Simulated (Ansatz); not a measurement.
Softest phonon (cm⁻¹; i marks imaginary) of NaMgF$_{3}$ (cubic perovskite, Pm-3m) at the wave vectors of a 2×2×2 supercell: harmonic, and from the free-energy Hessian of the stochastic self-consistent harmonic approximation. Ansatz (a program for electronic structure), plane waves, PAW; each cell fixed at the static size of its functional, times the isotropic strain in length where given. The cell was generated from a structure type, relaxed within its symmetry, and need not be the phase found at ambient conditions. Melting and other phases are not modelled, and a real frequency shows local stability alone: a distorted phase can still lie lower.

```
run                     V (Å³/atom)  harmonic       300 K      600 K
----------------------  -----------  --------  ----------  ---------
PBEsol                        11.93      123i  36i ± 12.5  32i ± 7.9
PBEsol, strained 1.0 %        12.29       ___         ___  22i ± 7.7
```

Task: Some entries are withheld; supply them.

Result: 
- PBEsol, strained 1.0 %, harmonic: 113i
- PBEsol, strained 1.0 %, 300 K: 30i ± 13.6
